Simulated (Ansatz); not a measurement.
Defect: interstitial O in corundum, neutral cell. Level of theory: PBE, PAW (plane waves to 420 eV; Ansatz, an electronic-structure program).

Settings: 270 host sites, the relaxed PBE lattice, the Γ point alone, smearing 0.01 eV, spin-restricted, no image-charge correction. Energies are static. The charge state is imposed; whether it is stable for some Fermi level was not computed. Sites that were not tried may lie lower.

Barriers: single points on a 2×2×2 k-point mesh shifted by half a step along c at the bands' geometries.

Relaxed starting cell (atoms counted from 1):

```
CELL_PARAMETERS angstrom
     14.42625     0.00000     0.00000
     -7.21313    12.49350     0.00000
      0.00000     0.00000    13.12510
ATOMIC_POSITIONS crystal
  Al 0.00012 0.00013 0.35149
  Al 0.00009 0.33379 0.35235
  Al 0.99982 0.66661 0.35217
  Al 0.33354 0.99995 0.35285
  Al 0.33366 0.33346 0.35264
  Al 0.33347 0.66703 0.35200
  Al 0.66690 0.00015 0.35167
  Al 0.66676 0.33335 0.35226
  Al 0.66660 0.66674 0.35173
  Al 0.22265 0.11056 0.18889
  Al 0.22283 0.44567 0.18618
  Al 0.22239 0.77785 0.18557
  Al 0.55598 0.11110 0.18557
  Al 0.55577 0.44443 0.18560
  Al 0.55604 0.77816 0.18515
  Al 0.88968 0.11167 0.18441
  Al 0.88852 0.44459 0.18555
  Al 0.88948 0.77805 0.18562
  Al 0.11116 0.22259 0.31461
  Al 0.11128 0.55609 0.31458
  Al 0.11123 0.88880 0.31463
  Al 0.44502 0.22220 0.31511
  Al 0.44467 0.55585 0.31434
  Al 0.44493 0.88911 0.31438
  Al 0.77785 0.22212 0.31442
  Al 0.77765 0.55554 0.31441
  Al 0.77835 0.88934 0.31360
  Al 0.22253 0.11123 0.48116
  Al 0.22214 0.44489 0.48059
  Al 0.22229 0.77780 0.48115
  Al 0.55567 0.11124 0.48124
  Al 0.55544 0.44451 0.48123
  Al 0.55549 0.77784 0.48041
  Al 0.88875 0.11115 0.48081
  Al 0.88873 0.44448 0.48107
  Al 0.88853 0.77753 0.47989
  O  0.23336 0.00031 0.25286
  O  0.23146 0.33400 0.25049
  O  0.23160 0.66707 0.25010
  O  0.56517 0.00017 0.24994
  O  0.56478 0.33329 0.25022
  O  0.56483 0.66686 0.24970
  O  0.89852 0.00043 0.24877
  O  0.89794 0.33366 0.25017
  O  0.89778 0.66642 0.25015
  O  0.10204 0.10225 0.25117
  O  0.10217 0.43619 0.25050
  O  0.10218 0.76871 0.25023
  O  0.43628 0.10219 0.25047
  O  0.43566 0.43551 0.25027
  O  0.43588 0.76909 0.24984
  O  0.76930 0.10233 0.24952
  O  0.76861 0.43532 0.25016
  O  0.76894 0.76888 0.24935
  O  0.21321 0.22248 0.41689
  O  0.21323 0.55596 0.41635
  O  0.21316 0.88864 0.41718
  O  0.54677 0.22237 0.41694
  O  0.54651 0.55568 0.41638
  O  0.54671 0.88909 0.41626
  O  0.88002 0.22244 0.41661
  O  0.87961 0.55539 0.41656
  O  0.87962 0.88908 0.41620
  O  0.11095 0.32447 0.41657
  O  0.11103 0.65766 0.41659
  O  0.11112 0.99101 0.41690
  O  0.44468 0.32443 0.41706
  O  0.44450 0.65780 0.41621
  O  0.44470 0.99106 0.41684
  O  0.77779 0.32424 0.41663
  O  0.77756 0.65742 0.41604
  O  0.77792 0.99109 0.41616
  O  0.00892 0.12034 0.41664
  O  0.00889 0.45369 0.41664
  O  0.00901 0.78657 0.41659
  O  0.34291 0.12034 0.41739
  O  0.34245 0.45382 0.41649
  O  0.34256 0.78703 0.41663
  O  0.67590 0.12022 0.41652
  O  0.67558 0.45341 0.41665
  O  0.67565 0.78698 0.41591
  O  0.00033 0.23187 0.24975
  O  0.99986 0.56462 0.25011
  O  0.99927 0.89731 0.25133
  O  0.33398 0.23146 0.25151
  O  0.33369 0.56534 0.25009
  O  0.33389 0.89779 0.25022
  O  0.66692 0.23129 0.25007
  O  0.66670 0.56466 0.24986
  O  0.66722 0.89830 0.24939
  Al 0.22117 0.11087 0.68558
  Al 0.22344 0.44649 0.68409
  Al 0.22195 0.77772 0.68517
  Al 0.55512 0.11114 0.68545
  Al 0.55498 0.44391 0.68555
  Al 0.55457 0.77767 0.68434
  Al 0.88840 0.11077 0.68539
  Al 0.88822 0.44430 0.68533
  Al 0.88724 0.77473 0.68333
  Al 0.11125 0.22284 0.51825
  Al 0.11091 0.55584 0.51847
  Al 0.11111 0.88857 0.51852
  Al 0.44426 0.22222 0.51920
  Al 0.44427 0.55554 0.51835
  Al 0.44434 0.88915 0.51854
  Al 0.77758 0.22222 0.51863
  Al 0.77727 0.55503 0.51846
  Al 0.77727 0.88839 0.51797
  Al 0.00024 0.99964 0.64397
  Al 0.99972 0.33404 0.64711
  Al 0.99993 0.66629 0.64766
  Al 0.33284 0.99996 0.64795
  Al 0.33314 0.33368 0.64762
  Al 0.33330 0.66728 0.64739
  Al 0.66627 0.99996 0.64733
  Al 0.66627 0.33314 0.64790
  Al 0.66559 0.66595 0.64715
  Al 0.10958 0.22775 0.80817
  Al 0.11118 0.55615 0.81441
  Al 0.11081 0.88701 0.81465
  Al 0.44372 0.22209 0.81506
  Al 0.44433 0.55623 0.81419
  Al 0.44450 0.88911 0.81436
  Al 0.77742 0.22204 0.81429
  Al 0.77717 0.55455 0.81450
  Al 0.77144 0.88631 0.81386
  O  0.11996 0.11142 0.58285
  O  0.12004 0.44512 0.58255
  O  0.12001 0.77755 0.58313
  O  0.45326 0.11109 0.58367
  O  0.45339 0.44444 0.58292
  O  0.45337 0.77802 0.58274
  O  0.78682 0.11111 0.58300
  O  0.78643 0.44414 0.58318
  O  0.78572 0.77647 0.58189
  O  0.32400 0.21310 0.58330
  O  0.32423 0.54728 0.58255
  O  0.32424 0.87999 0.58327
  O  0.65742 0.21308 0.58326
  O  0.65720 0.54611 0.58299
  O  0.65740 0.87974 0.58268
  O  0.99109 0.21310 0.58379
  O  0.99062 0.54636 0.58306
  O  0.98993 0.87883 0.58198
  O  0.09912 0.99658 0.74754
  O  0.10160 0.33628 0.74751
  O  0.10182 0.66637 0.74957
  O  0.43508 0.00009 0.74997
  O  0.43487 0.33329 0.75040
  O  0.43520 0.66716 0.74924
  O  0.76742 0.99958 0.74888
  O  0.76823 0.33292 0.74973
  O  0.76776 0.66550 0.74950
  O  0.99953 0.10030 0.75165
  O  0.99933 0.43581 0.75003
  O  0.99932 0.76717 0.74840
  O  0.33202 0.10172 0.75059
  O  0.33429 0.43708 0.74838
  O  0.33335 0.76914 0.74960
  O  0.66631 0.10211 0.74976
  O  0.66619 0.43488 0.74989
  O  0.66452 0.76724 0.74892
  O  0.23088 0.23339 0.74733
  O  0.23133 0.56526 0.74962
  O  0.23112 0.89753 0.74982
  O  0.56399 0.23103 0.75014
  O  0.56413 0.56422 0.74966
  O  0.56413 0.89804 0.74923
  O  0.89783 0.23140 0.74963
  O  0.89729 0.56390 0.74979
  O  0.89157 0.89344 0.74585
  O  0.22184 0.00902 0.58330
  O  0.22219 0.34322 0.58255
  O  0.22214 0.67595 0.58302
  O  0.55543 0.00918 0.58308
  O  0.55526 0.34221 0.58358
  O  0.55503 0.67558 0.58258
  O  0.88872 0.00897 0.58283
  O  0.88860 0.34239 0.58309
  O  0.88840 0.67495 0.58266
  Al 0.11481 0.23205 0.02384
  Al 0.11040 0.55618 0.01876
  Al 0.11060 0.88620 0.01992
  Al 0.44579 0.22305 0.01890
  Al 0.44513 0.55589 0.01886
  Al 0.44488 0.88913 0.01868
  Al 0.77801 0.22211 0.01870
  Al 0.77697 0.55410 0.01873
  Al 0.77789 0.88860 0.01790
  Al 0.98462 0.98175 0.84307
  Al 0.99895 0.33506 0.85250
  Al 0.99924 0.66601 0.85208
  Al 0.33362 0.99948 0.85238
  Al 0.33292 0.33435 0.85274
  Al 0.33373 0.66801 0.85144
  Al 0.66611 0.00049 0.85187
  Al 0.66614 0.33264 0.85211
  Al 0.66580 0.66516 0.85175
  Al 0.22545 0.10832 0.98585
  Al 0.22471 0.45081 0.98080
  Al 0.22308 0.77773 0.98124
  Al 0.55566 0.11112 0.98128
  Al 0.55522 0.44431 0.98123
  Al 0.55496 0.77737 0.98098
  Al 0.89015 0.11120 0.97933
  Al 0.88835 0.44439 0.98141
  Al 0.88628 0.77379 0.98144
  Al 0.00195 0.00052 0.14645
  Al 0.99916 0.33427 0.14888
  Al 0.99983 0.66608 0.14831
  Al 0.33395 0.99958 0.14879
  Al 0.33384 0.33376 0.14880
  Al 0.33414 0.66765 0.14788
  Al 0.66748 0.00025 0.14735
  Al 0.66673 0.33312 0.14812
  Al 0.66677 0.66678 0.14766
  O  0.00904 0.22480 0.91579
  O  0.00846 0.55556 0.91684
  O  0.00291 0.87595 0.91235
  O  0.34369 0.22235 0.91770
  O  0.34447 0.55909 0.91665
  O  0.34303 0.88875 0.91658
  O  0.67558 0.22184 0.91655
  O  0.67507 0.55463 0.91653
  O  0.67333 0.88788 0.91568
  O  0.21811 0.33712 0.91446
  O  0.21333 0.65798 0.91630
  O  0.21423 0.98829 0.91811
  O  0.54684 0.32439 0.91699
  O  0.54673 0.65766 0.91642
  O  0.54658 0.99128 0.91649
  O  0.87911 0.32458 0.91665
  O  0.87807 0.65458 0.91665
  O  0.87436 0.98759 0.91341
  O  0.32625 0.11166 0.08456
  O  0.32488 0.44575 0.08437
  O  0.32492 0.77792 0.08318
  O  0.65801 0.11110 0.08317
  O  0.65738 0.44403 0.08363
  O  0.65799 0.77803 0.08300
  O  0.99353 0.11369 0.08198
  O  0.99068 0.44485 0.08353
  O  0.99015 0.77605 0.08391
  O  0.22219 0.21269 0.08716
  O  0.22287 0.54839 0.08307
  O  0.22303 0.87895 0.08397
  O  0.55609 0.21322 0.08342
  O  0.55585 0.54662 0.08336
  O  0.55600 0.88013 0.08314
  O  0.88949 0.21376 0.08312
  O  0.88834 0.54597 0.08366
  O  0.89007 0.88015 0.08194
  O  0.12417 0.00376 0.09380
  O  0.12087 0.34680 0.08515
  O  0.12017 0.67560 0.08377
  O  0.45396 0.00909 0.08352
  O  0.45371 0.34264 0.08376
  O  0.45412 0.67618 0.08338
  O  0.78795 0.00947 0.08231
  O  0.78675 0.34212 0.08357
  O  0.78643 0.67500 0.08309
  O  0.14153 0.16550 0.91626
  O  0.11072 0.45510 0.91667
  O  0.11161 0.78509 0.91671
  O  0.44467 0.11997 0.91674
  O  0.44480 0.45420 0.91674
  O  0.44464 0.78735 0.91633
  O  0.77800 0.12025 0.91615
  O  0.77688 0.45222 0.91681
  O  0.77607 0.78526 0.91614
  O  0.08000 0.05266 0.93745
```

End state 1 differs by these moves (Å; atoms that move under 0.08 Å are left out):

```json
[
 {"atom": "118", "element": "Al", "Δx": "0.04", "Δy": "-0.19", "Δz": "0.01"},
 {"atom": "146", "element": "O", "Δx": "0.05", "Δy": "-0.07", "Δz": "0.05"},
 {"atom": "158", "element": "O", "Δx": "0.09", "Δy": "0.04", "Δz": "-0.12"},
 {"atom": "171", "element": "O", "Δx": "0.06", "Δy": "0.03", "Δz": "0.05"},
 {"atom": "181", "element": "Al", "Δx": "-0.04", "Δy": "-0.19", "Δz": "0.01"},
 {"atom": "190", "element": "Al", "Δx": "0.08", "Δy": "0.15", "Δz": "0.12"},
 {"atom": "194", "element": "Al", "Δx": "0.08", "Δy": "0.02", "Δz": "-0.07"},
 {"atom": "199", "element": "Al", "Δx": "-0.08", "Δy": "0.02", "Δz": "-0.07"},
 {"atom": "200", "element": "Al", "Δx": "-0.08", "Δy": "0.15", "Δz": "0.12"},
 {"atom": "219", "element": "O", "Δx": "0.00", "Δy": "0.12", "Δz": "0.05"},
 {"atom": "221", "element": "O", "Δx": "0.00", "Δy": "0.12", "Δz": "0.05"},
 {"atom": "226", "element": "O", "Δx": "0.06", "Δy": "0.68", "Δz": "-0.25"},
 {"atom": "241", "element": "O", "Δx": "-0.05", "Δy": "-0.07", "Δz": "0.05"},
 {"atom": "245", "element": "O", "Δx": "-0.06", "Δy": "0.03", "Δz": "0.05"},
 {"atom": "253", "element": "O", "Δx": "-0.09", "Δy": "0.04", "Δz": "-0.12"},
 {"atom": "262", "element": "O", "Δx": "0.00", "Δy": "1.42", "Δz": "0.01"},
 {"atom": "271", "element": "O", "Δx": "-0.06", "Δy": "0.68", "Δz": "-0.25"}
]
```

Problem. Predict the forward and backward barriers to end state 1 from PBE, PAW.

Solution. forward 0.77 eV, backward 0.77 eV; at the saddle point atom 262 has neighbours 2 Al at 1.79; 2 O at 1.76 Å. The program found a first-order saddle point.
